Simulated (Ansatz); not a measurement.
# A computed series for Be: response to strain

Consider Be in the hcp (Mg type) structure (space group P6_3/mmc, No. 194; a = 2.2552 Å, c = 3.5580 Å; relaxed with 0.1 eV smearing).

Strains are applied to the cell and any free atomic positions relax.

All numbers come from PBEsol, PAW, 420 eV (Ansatz, a program for electronic structure; no spin-orbit coupling).

Candidates:
(a) isotropic strain +0.50 %
(b) isotropic strain −2.00 %
(c) isotropic strain +3.00 %

Notes on the quantities. energy relative to the base: free energy F.

Task: Order them by energy relative to the base, highest first.

Result: (c) isotropic strain +3.00 % (+23 meV/atom), (b) isotropic strain −2.00 % (+11 meV/atom), (a) isotropic strain +0.50 % (+0.7 meV/atom)

Stability against distortions was not tested.
